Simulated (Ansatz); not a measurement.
The parent structure is SnS in the GeS type structure (space group Pnma, No. 62; a = 11.155 Å, b = 4.000 Å, c = 4.261 Å). Axes: x, y, z lie along a, b, c of the conventional cell.

Structures relaxed with Ansatz (a quantum-chemistry and plane-wave program) PBE-D3(BJ), spin-orbit coupling left out, earlier PAW set.

Base:

Simulated powder pattern, Co Kα, λ = 1.79026 Å (kinematic, ideal powder, no thermal factors, no anomalous dispersion; the 14 strongest lines at most, above 2 %, up to 2θ = 90°):

| 2θ (°) | I/Imax (%) | hkl |
|---|---|---|
| 25.99 | 33 | (101) |
| 30.66 | 54 | (201) |
| 31.97 | 69 | (210) |
| 35.75 | 48 | (011) |
| 36.99 | 100 | (111) |
| 37.44 | 66 | (400) |
| 45.92 | 49 | (311) |
| 50.65 | 20 | (102) |
| 52.73 | 30 | (411) |
| 53.18 | 26 | (020) |
| 57.73 | 23 | (112) |
| 57.93 | 17 | (302) |
| 60.68 | 20 | (511) |
| 66.84 | 24 | (420) |

It is then changed as follows: tensile biaxial strain of 4.44 % in the plane normal to [001], as in epitaxy on a mismatched substrate; the out-of-plane cell vector and the atoms relax.

After the change:

Simulated powder pattern, Co Kα, λ = 1.79026 Å (kinematic, ideal powder, no thermal factors, no anomalous dispersion; the 14 strongest lines at most, above 2 %, up to 2θ = 90°):

```csv
2θ (°),I/Imax (%),hkl
27.02,32,(101)
30.58,60,(210)
31.19,22,(201)
35.80,56,(400)
35.82,19,(011)
36.96,100,(111)
45.20,40,(311)
50.75,23,(020)
51.54,13,(411)
52.59,11,(501)
58.95,28,(511)
59.53,11,(112)
61.11,12,(610)
63.65,21,(420)
```

The indices refer to the base's conventional cell; one index is shown for lines that coincide.

No phonon test of stability was made.
